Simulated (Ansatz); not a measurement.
Given:

```xyz
6
Lattice="4.2467 0.0000 0.0000 0.0000 4.2467 0.0000 0.0000 0.0000 4.2467" Properties=species:S:1:pos:R:3 pbc="T T T"
Cu     3.1850     3.1850     3.1850
Cu     3.1850     1.0617     1.0617
Cu     1.0617     1.0617     3.1850
Cu     1.0617     3.1850     1.0617
O      2.1233     2.1233     2.1233
O      0.0000     0.0000     0.0000
```

Space group of this cell: Pn-3m. The cell is taken as given.

The current runs along the normal of the first two printed vectors, the (001) plane. All runs by Ansatz (a quantum-chemistry and plane-wave program), plane waves and PAW, without spin-orbit coupling; the base is r2SCAN.

```tsv
run	mean pressure (GPa)	gap (eV)	mid-gap κ (1/Å)
base	-0.1	0.79	0.105
all lengths scaled by 0.98	8.8	___	___
all lengths scaled by 1.02	-6.6	0.66	0.112
lda in place of r2scan	-7.4	___	___
lengths across the current scaled by 0.98, ions clamped	5.5	0.87	0.095
lengths across the current scaled by 1.02, ions clamped	-4.7	0.67	0.112
lengths along the current scaled by 0.97, ions clamped	4.0	0.81	0.105
lengths along the current scaled by 1.03, ions clamped	-3.6	___	___
pbesol in place of r2scan	-2.2	0.52	0.080
```

Problem. Fill in the missing entries.

Solution. 
- all lengths scaled by 0.98, gap (eV): 0.94
- all lengths scaled by 0.98, mid-gap κ (1/Å): 0.093
- lda in place of r2scan, gap (eV): 0.56
- lda in place of r2scan, mid-gap κ (1/Å): 0.084
- lengths along the current scaled by 1.03, ions clamped, gap (eV): 0.70
- lengths along the current scaled by 1.03, ions clamped, mid-gap κ (1/Å): 0.110
